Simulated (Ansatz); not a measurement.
# Cubic perovskite SrVO3

Level of theory: PBEsol (PAW; Ansatz, a program for electronic structure).

Settings: plane-wave cutoff 520 eV, 18×18×18 k mesh, Fermi–Dirac smearing 0.043 eV (set by the program), no spin polarisation, scalar-relativistic PAW data made under PBE.

Cell: relaxed at this level.

For cubic perovskite SrVO3, the elastic constant C11 is 350 GPa and the elastic constant C12 comes out as 125 GPa. The elastic constant C44 is 121 GPa, the voigt–Reuss–Hill bulk modulus comes out as 200 GPa and the polycrystal shear modulus (Hill average) is 117 GPa. The Young modulus is 295 GPa and the Poisson ratio is 0.254.

Elastic constants are with the ions relaxed.

Static lattice: no zero-point or thermal effects.

It cost about 14 core-minutes (a rough figure) of CPU time.
